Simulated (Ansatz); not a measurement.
# Effect of isotropic strain −1.50 % on Be

The parent structure is Be in the hcp (Mg type) structure (space group P6_3/mmc, No. 194; a = 2.263 Å, c = 3.566 Å; relaxed with 0.1 eV smearing).

Modification: the cell is scaled by 0.9850 in all directions, atoms relaxed at fixed cell.

The values are results of DFT with PBE, PAW potentials and a 420 eV plane-wave cutoff in Ansatz (an electronic-structure program), no spin-orbit coupling, not measurements. k-mesh 29×29×16 (Γ-centred); smearing 0.1 eV (Fermi–Dirac).

The volume per atom falls by 0.35 Å³, from 7.91 Å³ to 7.56 Å³ and the space group stays P6_3/mmc (No. 194). The shortest interatomic distance falls by 3.32 pm to 217.7 pm and the energy goes up by 6.4 meV/atom. The band gap stays zero.

Stability against distortions was not tested.
